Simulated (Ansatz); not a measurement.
Worked example: self-consistent single point of YAl3 (P1, 4 atoms in the cell) in Ansatz (a program for electronic structure).

Level of theory: LDA (PW92), PAW files made with PBE (plane waves; Ansatz).

The change in words: atoms moved at random. Reference geometry:
```xyz
4
Lattice="4.2044 0.0000 0.0000 0.0000 4.2044 0.0000 0.0000 0.0000 4.2044" Properties=species:S:1:pos:R:3 pbc="T T T"
Y      0.0000     0.0000     0.0000
Al     0.0000     2.1022     2.1022
Al     2.1022     0.0000     2.1022
Al     2.1022     2.1022     0.0000
```

Reference input (self-consistent single point, DFT, LDA (PW92), plane waves, PAW files made with PBE): kpoints.mp_grid.grid = 6 6 6; hamiltonian.xc = lda; hamiltonian.pseudopotentials = {kind: paw} (the program's default PAW files); scf.occupations.method = fermi_dirac; scf.occupations.width = 0.1 eV. This run's input differs from it in these lines:

Ansatz 0.2 input:
```diff
@@ -6,6 +6,6 @@
   atoms:
-    - { symbol: Y, position_ang: [0.00000000, 0.00000000, 0.00000000] }
-    - { symbol: Al, position_ang: [0.00000000, 2.10220700, 2.10220700] }
-    - { symbol: Al, position_ang: [2.10220700, 0.00000000, 2.10220700] }
-    - { symbol: Al, position_ang: [2.10220700, 2.10220700, 0.00000000] }
+    - { symbol: Y, position_ang: [0.00159347, -0.01813784, 0.00509575] }
+    - { symbol: Al, position_ang: [0.01928985, 2.07254906, 2.08081074] }
+    - { symbol: Al, position_ang: [2.02224325, 0.03857970, 2.12471323] }
+    - { symbol: Al, position_ang: [2.16128322, 2.11142308, -0.00620572] }
 kpoints:
```

Log, with long lists cut:

```
SCF iter   1: F=—  HF=-5286.507484 eV  |F-HF|=—  |Δ(HF+E_count)|=         —  Δρ=2.53e-2  dr2=1.18e0  ethr=3.10e-3  ⟨swp⟩=5.4  Hψ=8997  notcnv=0
all-band conjugate gradients solve this SCF's bands
preconditioner: auto → Kerker (q_TF=auto, 2.192 Å⁻¹)
SCF iter   2: F=—  HF=-5286.219388 eV  |F-HF|=—  |Δ(HF+E_count)|=   2.88e-1  Δρ=1.55e-2  dr2=4.04e-1  ethr=3.10e-3  ⟨swp⟩=1.1  Hψ=2490  notcnv=0
   [... lines left out ...]
SCF iter   4: F=—  HF=-5286.055901 eV  |F-HF|=—  |Δ(HF+E_count)|=   2.02e-3  Δρ=3.96e-4  dr2=1.03e-4  ethr=2.59e-5  ⟨swp⟩=2.1  Hψ=2450  notcnv=0
SCF iter   5: F=—  HF=-5286.055892 eV  |F-HF|=—  |Δ(HF+E_count)|=   9.47e-6  Δρ=4.88e-5  dr2=1.77e-6  ethr=5.16e-7  ⟨swp⟩=2.1  Hψ=1856  notcnv=0
SCF iter   6: F=—  HF=-5286.055893 eV  |F-HF|=—  |Δ(HF+E_count)|=   9.06e-7  Δρ=5.20e-6  dr2=2.28e-8  ethr=5.00e-10  ⟨swp⟩=6.1  Hψ=7499  notcnv=0
SCF iter   7: F=-5286.055893 eV  HF=-5286.055893 eV  |F-HF|=4.59e-10  |Δ(HF+E_count)|=   4.41e-9  Δρ=8.22e-7  dr2=6.78e-10  ethr=1.14e-10  ⟨swp⟩=2.0  Hψ=4801  notcnv=0
SCF 1 converged in 7 iterations: F = -5286.055893 eV  dr2 = 6.78e-10
Free energy (F): -5286.055893 eV
Internal energy: -5286.009531 eV  (E = F + TS)
E sigma→0 (E₀):  -5286.032712 eV
Entropy (-TS):   -0.046362 eV (-11.590 meV/atom)
Fermi energy:    9.278924 eV
--- Forces (eV/Å), atoms counted from 1 ---
  atom   1  Y     -0.10293067     0.11935406    -0.05091305
  atom   2  Al    -0.07960220     0.13430743     0.14589945
  atom   3  Al     0.51087286    -0.14730190    -0.11666282
  atom   4  Al    -0.32834497    -0.10635947     0.02167723
--- Stress (GPa, compression-positive) ---
       -0.790934      -0.040391      -0.035827
       -0.040391      -0.832499       0.024191
       -0.035827       0.024191      -0.886004
  P = ⅓ Tr σ = -0.8365 GPa (-8.365 kbar)
  The stress holds the Pulay correction. Without it, at fixed plane waves, as pw.x and ABINIT print it: P = -0.8520 GPa
```

The run converged in 7 iterations. Against the reference run the free energy goes up by 10.0 meV/atom, the pressure goes from -1.06 to -0.84 GPa and the largest force goes from 0.000 to 0.544 eV/Å.

The starting cell comes from a database of computed structures (which also holds hypothetical and non-ambient phases and stackings), without a prior relaxation at this level. Its lattice was rescaled by a random factor within 2.5 % of one. For this run, on top of that: atoms moved at random. Ansatz's pressure includes its estimate of the finite-basis (Pulay) stress.
